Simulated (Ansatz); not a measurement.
Start from InP in the zinc blende structure (space group F-43m, No. 216; a = 5.907 Å). Axes: x, y, z lie along the cube axes.

All numbers come from Kohn–Sham DFT with the r2SCAN functional, run in Ansatz (a program for electronic structure) with PAW and 500 eV plane waves, no spin-orbit coupling.

A first run, uniaxial strain ε_yy = −1.15 %, gives secant values C11 ≈ 99 GPa and C12 ≈ 56 GPa from its stress. A second run applies isotropic strain +0.67 %.

Question: What does linear elasticity predict for the bulk modulus −ΔP/(ΔV/V₀) in the second run, and what does the run give?

Answer: Linear elasticity: (C11 + 2 C12)/3 = 70 GPa. The run gives 65 GPa; any difference comes from nonlinear terms at these strains and numerical noise.

Stability against distortions was not tested.
